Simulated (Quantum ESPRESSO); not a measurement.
# Quick settings and what they miss: ZrGe (Pnma, 8 atoms in the cell)

Self-consistent single point.

```
CELL_PARAMETERS angstrom
      7.15432     0.00000     0.00000
      0.00000     3.94721     0.00000
      0.00000     0.00000     5.45714
ATOMIC_POSITIONS crystal
  Zr 0.17608 0.25000 0.63089
  Zr 0.82392 0.75000 0.36911
  Zr 0.32392 0.75000 0.13089
  Zr 0.67608 0.25000 0.86911
  Ge 0.04832 0.25000 0.15219
  Ge 0.95168 0.75000 0.84781
  Ge 0.45168 0.75000 0.65219
  Ge 0.54832 0.25000 0.34781
```

Method: PBEsol, PSlibrary PAW (PBE) pseudopotentials (plane waves; Quantum ESPRESSO).

Base settings: ecutwfc = 55 Ry; ecutrho = 330 Ry; occupations = smearing; smearing = cold; degauss = 0.019992 Ry; input_dft = pbesol; potentials = {Zr: Zr.pbe-spn-kjpaw_psl.1.0.0.UPF, Ge: Ge.pbe-n-kjpaw_psl.1.0.0.UPF}; K_POINTS = automatic 3 5 4 0 0 0; conv_thr = 1e-09 Ry.

Tight run (finer mesh or higher cutoff; not a proven limit): ecutwfc: 55 Ry → 77 Ry; ecutrho: 330 Ry → 462 Ry; conv_thr: 1e-09 Ry → 7.3e-11 Ry; K_POINTS: automatic 3 5 4 0 0 0 → automatic 5 7 6 0 0 0. It gave Fermi level (on the code's own zero) 12.46 eV; pressure -5.79 GPa; largest force (vector length) 0.072 eV/Å.

Quick runs, as changes from the base:
- A: ecutwfc: 55 Ry → 33 Ry; ecutrho: 330 Ry → 198 Ry; K_POINTS: automatic 3 5 4 0 0 0 → automatic 1 1 1 0 0 0
- B: smearing: cold → gauss; degauss: 0.019992 Ry → 0.0099958 Ry; K_POINTS: automatic 3 5 4 0 0 0 → automatic 4 4 4 0 0 0

Energies are extrapolated to zero smearing width, which holds to low order in the width alone (under cold and Methfessel-Paxton smearing the free energy itself is taken).

The count of work is k-points × plane waves × bands × iterations; it is no time. 

The starting cell comes from a database of computed structures (which also holds hypothetical and non-ambient phases and stackings), without a prior relaxation at this level. Its lattice was rescaled by a random factor within 2.5 % of one. In the base run, with a pressure of about -6 GPa the cell is away from its equilibrium volume at this level.

```
run  energy less tight (meV/atom)  pressure less tight (GPa)  largest miss in a force vector (eV/Å)  count of work / tight
---  ----------------------------  -------------------------  -------------------------------------  ---------------------
A                          1028.2                       1.77                                  3.820                 0.0059
B                            -2.4                      -0.08                                  0.024                   0.34
```

Among the runs at the tight run's level, the energy misses run from 2.4 to 1028.2 meV/atom.

Left out of this page: 3 runs of the series outside the window shown, repeating another row's setting, or not comparable.
